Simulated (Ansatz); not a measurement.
System: SrHfN₂ (R-3m, No. 166, 4 atoms in the cell; start mp-9383). Method: r²SCAN in Ansatz (plane waves, PAW).

Run with plane-wave cutoff 600 eV, 14×14×14 k mesh, finite displacements, scalar-relativistic PAW data made under PBE.

Computed at the level's own relaxed cell.

```
HfSrN2
1.0
    1.67047     0.96445     5.90402
   -1.67047     0.96445     5.90402
    0.00000    -1.92889     5.90402
Sr Hf N
1 1 2
Direct
  0.00000   0.00000   0.00000
  0.50000   0.50000   0.50000
  0.23281   0.23281   0.23281
  0.76719   0.76719   0.76719
```

Harmonic phonon frequencies (cm⁻¹; i marks an imaginary mode; at Γ without the LO shift):

```json
[
 {"q point": "Γ", "frequencies": "0 0 0 86 86 179 179 200 336 437 437 615"},
 {"q point": "T", "frequencies": "54 54 102 102 145 213 216 216 427 427 576 618"},
 {"q point": "L", "frequencies": "67 119 128 151 210 214 359 400 410 423 505 596"}
]
```

No imaginary mode appears at these points.

Note: the relaxation could not lower the start's symmetry, so the cell can be a saddle point above a distorted one.

A start named mp-… is a Materials Project structure, which need not be a measured phase.

Ansatz is a program for electronic structure.
